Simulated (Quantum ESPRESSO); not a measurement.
## Short convergence ladders for Ba2H3I (P3m1, 6 atoms in the cell)

```
CELL_PARAMETERS angstrom
      4.51372     0.00000     0.00000
     -2.25686     3.90899     0.00000
      0.00000     0.00000     8.07895
ATOMIC_POSITIONS crystal
  Ba 0.66667 0.33333 0.69091
  Ba 0.33333 0.66667 0.31528
  H  0.66667 0.33333 0.35610
  H  0.33333 0.66667 0.64390
  H  0.00000 0.00000 0.50000
  I  0.00000 0.00000 0.00000
```

Base method: LDA (PZ), GBRV 1.5 ultrasoft (LDA) pseudopotentials (plane waves; Quantum ESPRESSO).

Base settings: ecutwfc = 40 Ry; ecutrho = 200 Ry; occupations = fixed; potentials = {Ba: ba_lda_v1.uspp.F.UPF, H: h_lda_v1.4.uspp.F.UPF, I: i_lda_v1.uspp.F.UPF}; K_POINTS = automatic 3 3 1 0 0 0; nbnd = 17; conv_thr = 1e-09 Ry; mixing_beta = 0.4.

The count of work is k-points × plane waves × bands × iterations; it is no time. 

**The plane-wave cutoff**

Moved along: ecutrho.

The second cell is the first with its lattice scaled by 0.98.

The mesh stays at the base's, so the ladder's end is converged at best in this setting alone.

Only quantities that move along the ladder and can be compared are tabulated; the gap is left out on so coarse a mesh.

| ecutwfc | free energy less the last step's (meV/atom) | energy of the compressed cell less the first (meV/atom) | pressure (GPa) | largest difference of a force vector from the last step's (eV/Å) | count of work / last |
|---|---|---|---|---|---|
| 14 Ry | 174.11 | -15.87 | -4.83 | 0.010 | 0.056 |
| 18 Ry | 57.40 | -12.62 | -3.75 | 0.006 | 0.083 |
| 22 Ry | 18.40 | -13.09 | -2.75 | 0.002 | 0.11 |
| 40 Ry | 1.87 | -12.65 | -2.37 | 0.000 | 0.27 |
| 96 Ry | 0.00 | -12.63 | -2.32 | 0.000 | 1.0 |

Coarsest ecutwfc that holds the forces within 0.005 eV/Å of the last step, with all finer ones: 22 Ry, at 0.11 of the last step's count of work; the step before is off by 0.006 eV/Å.

Coarsest ecutwfc that holds the energy of the compressed cell less the first within 1 meV/atom of the last step, with all finer ones: 18 Ry, at 0.083 of the last step's count of work; the step before is off by 3.2 meV/atom.

Coarsest ecutwfc that holds the free energy within 5 meV/atom of the last step, with all finer ones: 40 Ry, at 0.27 of the last step's count of work; the step before is off by 18 meV/atom.

At the lowest cutoff the pressure lies 2.5 GPa under the last step's, the usual sign of Pulay stress in an incomplete plane-wave basis.

**The cutoff for other potential files**

Level: DFT, LDA (PW92), plane waves, PseudoDojo standard norm-conserving (LDA) pseudopotentials.

In this ladder: ecutrho = default; pseudopotentials = {Ba: Ba.upf, H: H.upf, I: I.upf}.

The second cell is the first with its lattice scaled by 0.98.

The mesh stays at the base's, so the ladder's end is converged at best in this setting alone.

Only quantities that move along the ladder and can be compared are tabulated; the gap is left out on so coarse a mesh.

```csv
ecutwfc,free energy less the last step's (meV/atom),energy of the compressed cell less the first (meV/atom),pressure (GPa),largest difference of a force vector from the last step's (eV/Å),count of work / last
34 Ry,46.74,-14.18,-3.43,0.013,0.099
52 Ry,7.28,-14.74,-2.75,0.000,0.22
75 Ry,0.37,-14.86,-2.54,0.000,0.35
150 Ry,0.00,-14.87,-2.54,0.000,1.0
```

Coarsest ecutwfc that holds the forces within 0.005 eV/Å of the last step, with all finer ones: 52 Ry, at 0.22 of the last step's count of work; the step before is off by 0.013 eV/Å.

Coarsest ecutwfc that holds the energy of the compressed cell less the first within 0.2 meV/atom of the last step, with all finer ones: 52 Ry, at 0.22 of the last step's count of work; the step before is off by 0.69 meV/atom.

Coarsest ecutwfc that holds the pressure within 0.05 GPa of the last step, with all finer ones: 75 Ry, at 0.35 of the last step's count of work; the step before is off by 0.22 GPa.

The energy difference between the two cells stays within 1 meV/atom of the last step's from 34 Ry on, the total only from 75 Ry on: much of the error is common to both cells and cancels.

**The density cutoff**

The mesh stays at the base's, so the ladder's end is converged at best in this setting alone.

Only quantities that move along the ladder and can be compared are tabulated; the gap is left out on so coarse a mesh.

```tsv
ecutrho	free energy less the last step's (meV/atom)
80 Ry	-1.01
160 Ry	0.03
200 Ry	0.01
640 Ry	0.00
```

Coarsest ecutrho that holds the free energy within 0.5 meV/atom of the last step, with all finer ones: 160 Ry; the step before is off by 1.0 meV/atom.

On the base run: the starting cell comes from a database of computed structures (which also holds hypothetical and non-ambient phases and stackings), without a prior relaxation at this level. Its lattice was rescaled by up to half a per cent. One atom was moved a little off its site on purpose. The mesh is very coarse (it stands for a supercell whose shortest vector is 8 Å): a converged loop gives no converged values here.
